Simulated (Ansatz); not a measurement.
# GaSb: strain tensor (xx, yy, zz, yz, xz, xy) = (−0.44, −0.57, +0.28, −0.16, −1.37, +0.92) %

Consider GaSb in the zinc blende structure (space group F-43m, No. 216; a = 6.1324 Å). Axes: x, y, z lie along the cube axes.

Now apply this change: the symmetric strain tensor [-0.0044 0.0091 -0.0137; 0.0091 -0.0057 -0.0016; -0.0137 -0.0016 0.0028]; the atoms relax in the strained cell.

Method: Kohn–Sham DFT with the r2SCAN functional, run in Ansatz (an electronic-structure program) with PAW and 500 eV plane waves, no SOC. Γ-centred 13×13×13 mesh, Fermi–Dirac width 0.05 eV.

The energy increases by 4.8 meV/atom and the pressure (mean of the normal stresses, compression positive) rises by 0.426 GPa (0.01 GPa → 0.43 GPa). The band gap shrinks by 0.08 eV, from 0.41 eV to 0.33 eV (an upper bound: an edge found on the path is not a true extremum; the changed cell) and the stress (xx, yy, zz, yz, xz, xy; compression positive) amounts to (0.55, 0.57, 0.17, 0.16, 1.20, -0.82) GPa.

Final structure:

```yaml
crystal:
  lattice:
    - [-0.01395, 3.04384, 3.06990]
    - [3.01072, 0.02315, 3.03280]
    - [3.08079, 3.07680, -0.04691]
  atoms:
    - { symbol: Sb, position: [0.74947, 0.75305, 0.74669] }
    - { symbol: Ga, position: [0.00053, 0.99695, 0.00331] }
```

Spin-orbit coupling, missing from the scalar runs, can matter with Sb. Whether these cells are dynamically stable was not tested.
